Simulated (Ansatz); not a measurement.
The density of states at the Fermi level in a series of structures.

Cell A: TiSi2 (Cmcm), 6 atoms in the cell; spin state with PBE: run without spin, k-point mesh 10×10×10 on the run's own vectors.
Space group Cmcm (No. 63); a = 3.5474 Å, b = 13.5615 Å, c = 3.5793 Å, α = 90.00°, β = 90.00°, γ = 90.00°

```tsv
atom	site	symmetry	x	y	z
Ti	4c	m2m	0.0000	0.1032	0.2500
Si	4c	m2m	0.0000	0.4409	0.2500
Si	4c	m2m	0.0000	0.2498	0.7500
```
(The calculation used a cell of 6 atoms; values per cell refer to that cell.)

Cell B: TiSi2 (Fddd), 6 atoms in the cell; spin state with PBE: run without spin, k-point mesh 10×10×10 on the run's own vectors.
```cif
data_Si16Ti8
_chemical_formula_sum 'Ti8 Si16'
_space_group_name_H-M_alt 'Fddd :1'
_space_group_IT_number 70
_space_group_name_Hall 'F 2 2 -1d'
_cell_length_a 4.80713
_cell_length_b 8.27012
_cell_length_c 8.56050
_cell_angle_alpha 90.000
_cell_angle_beta 90.000
_cell_angle_gamma 90.000
loop_
_space_group_symop_operation_xyz
  'x, y, z'
  '-x, -y, z'
  'x, -y, -z'
  '-x, y, -z'
  '-x+1/4, -y+1/4, -z+1/4'
  'x+1/4, y+1/4, -z+1/4'
  '-x+1/4, y+1/4, z+1/4'
  'x+1/4, -y+1/4, z+1/4'
  'x, y+1/2, z+1/2'
  '-x, -y+1/2, z+1/2'
  'x, -y+1/2, -z+1/2'
  '-x, y+1/2, -z+1/2'
  '-x+1/4, -y+3/4, -z+3/4'
  'x+1/4, y+3/4, -z+3/4'
  '-x+1/4, y+3/4, z+3/4'
  'x+1/4, -y+3/4, z+3/4'
  'x+1/2, y, z+1/2'
  '-x+1/2, -y, z+1/2'
  'x+1/2, -y, -z+1/2'
  '-x+1/2, y, -z+1/2'
  '-x+3/4, -y+1/4, -z+3/4'
  'x+3/4, y+1/4, -z+3/4'
  '-x+3/4, y+1/4, z+3/4'
  'x+3/4, -y+1/4, z+3/4'
  'x+1/2, y+1/2, z'
  '-x+1/2, -y+1/2, z'
  'x+1/2, -y+1/2, -z'
  '-x+1/2, y+1/2, -z'
  '-x+3/4, -y+3/4, -z+1/4'
  'x+3/4, y+3/4, -z+1/4'
  '-x+3/4, y+3/4, z+1/4'
  'x+3/4, -y+3/4, z+1/4'
loop_
_atom_site_label
_atom_site_type_symbol
_atom_site_symmetry_multiplicity
_atom_site_Wyckoff_symbol
_atom_site_fract_x
_atom_site_fract_y
_atom_site_fract_z
_atom_site_occupancy
Ti1 Ti 8 b 0.50000 0.50000 0.50000 1
Si1 Si 16 f 0.00000 0.16303 0.00000 1
```
(The calculation used a cell of 6 atoms; values per cell refer to that cell.)

All numbers come from Ansatz (a first-principles code), plane waves with PAW, its PAW set soft_1, cutoff 420 eV, 500 eV for r2SCAN. The structures are at rest with PBE; other levels are single points on them. Neutral cells; Fermi-Dirac smearing of at most 0.05 eV in the solids, energies taken to zero width. The lattices are those relaxed with PBE, so at other levels the solids can be strained, which adds to the spread. No structure search was made; lower ones may exist. A dispersion term ran beside these levels; it doesn't touch the electrons. Both spins, broadened by a Gaussian of 0.2 eV on the run's mesh.

Question: What does r2SCAN give for the density of states at the Fermi level of each cell (states/eV per atom)?

Answer: 
```csv
cell,r2SCAN
A,0.25
B,0.34
```

With r2SCAN the value of B exceeds that of A by 0.09 states/eV per atom.

Question: How do the other levels compare?

Answer: 
```json
[
 {"system": "A", "PBE": "0.28"},
 {"system": "B", "PBE": "0.36"}
]
```

With PBE the value of B exceeds that of A by 0.08 states/eV per atom.
